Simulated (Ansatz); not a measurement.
The reference is W₂C (space group Pbcn, No. 60; a = 4.710 Å, b = 6.045 Å, c = 5.184 Å; a cell from a computed database, its experimental status unchecked).

Level of theory: Ansatz (a quantum-chemistry and plane-wave program) PBEsol, without spin-orbit coupling.

For the base:

| Property | Result |
|---|---|
| Shortest interatomic distance | 2.096 Å |

One thing is altered: a negative pressure, −1 GPa.

### Question
What happens to the shortest interatomic distance?

### Answer
The shortest interatomic distance stays essentially unchanged (2.096 Å against 2.098 Å).

Load acts through the strain it causes; cell and atoms are relaxed under it. No phonon test of stability was made. The final runs are not spin-polarised.
